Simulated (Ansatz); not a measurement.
The structure below was relaxed with PBE, PAW, 420 eV (Ansatz, a quantum-chemistry and plane-wave program; no spin-orbit coupling), at pressure −2 GPa.

```
CELL_PARAMETERS angstrom
      0.00000     2.05561     2.05561
      2.05561     0.00000     2.05561
      2.05561     2.05561     0.00000
ATOMIC_POSITIONS crystal
  F  0.00000 0.00000 0.00000
  Li 0.50000 0.50000 0.50000
```

Find the space group and the Wyckoff positions.

Space group Fm-3m (No. 225); a = b = c = 4.1112 Å, α = β = γ = 90.00°

| atom | site | symmetry | x | y | z |
|---|---|---|---|---|---|
| F | 4a | m-3m | 0.0000 | 0.0000 | 0.0000 |
| Li | 4b | m-3m | 0.5000 | 0.5000 | 0.5000 |

Describe the coordination.

The crystal has 8 atoms in its conventional cell. Cell: a = b = c = 4.111 Å, α = β = γ = 90.00°. F sees 6 Li at 2.056 Å (octahedral). Li has 6 F at 2.056 Å (octahedral). (Neighbours: up to the widest gap in distance over summed covalent radii, below 1.35, at either atom; cation-cation and far metal-metal contacts left out.)

Load acts through the strain it causes; cell and atoms are relaxed under it. Stability against distortions was not tested. The cell was made from LiF in the rock salt structure (space group Fm-3m, No. 225) by this change: pressure −2 GPa.
